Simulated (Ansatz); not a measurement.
## Hf: response to strain

The parent structure is Hf in the hcp (Mg type) structure (space group P6_3/mmc, No. 194; a = 3.1580 Å, c = 5.0044 Å; relaxed with 0.1 eV smearing). Axes: x lies along a and z along c of the hexagonal cell.

Strains are applied to the cell and any free atomic positions relax.

All numbers come from PBEsol in Ansatz (plane waves to 420 eV, PAW, scalar-relativistic without spin-orbit coupling), earlier PAW set.

Candidates:
(a) isotropic strain +5.08 %
(b) strain tensor (xx, yy, zz, yz, xz, xy) = (−0.82, +1.26, −1.63, +0.08, −0.74, −1.68) %
(c) isotropic strain +0.74 %

Notes on the quantities. energy relative to the base: free energy F.

Question: Order them by energy relative to the base, lowest first.

Answer: (c) isotropic strain +0.74 % (+3.7 meV/atom), (b) strain tensor (xx, yy, zz, yz, xz, xy) = (−0.82, +1.26, −1.63, +0.08, −0.74, −1.68) % (+8.7 meV/atom), (a) isotropic strain +5.08 % (+157 meV/atom)

Whether these cells are dynamically stable was not tested. All final runs are without spin polarisation.

Ansatz is a program for electronic structure.
